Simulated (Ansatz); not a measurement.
Start from TiO₂ in the rutile structure (space group P4_2/mnm, No. 136; a = 4.591 Å, c = 2.939 Å).

All numbers come from PBEsol (Ansatz, a quantum-chemistry and plane-wave program; PAW; 420 eV plane waves; no SOC).

Strains are applied to the cell and any free atomic positions relax.

One change was made to it. Results:

The energy rises by 9.3 meV/atom; the pressure (mean of the normal stresses, compression positive) goes from zero to -7.66 GPa; the mean gap deformation potential ΔEg/Δln V comes out as -0.7 eV.

Which of these changes matches the shifts?
A) isotropic strain +1.80 %
B) isotropic strain +2.40 %
C) isotropic strain +3.00 %
D) isotropic strain +0.60 %
E) isotropic strain +1.20 %

E, isotropic strain +1.20 %. For comparison, the energy relative to the base in the other runs: isotropic strain +1.80 % gives +20 meV/atom; isotropic strain +2.40 % gives +36 meV/atom; isotropic strain +3.00 % gives +54 meV/atom; isotropic strain +0.60 % gives +2.4 meV/atom.

No phonon test of stability was made. The final runs are not spin-polarised.
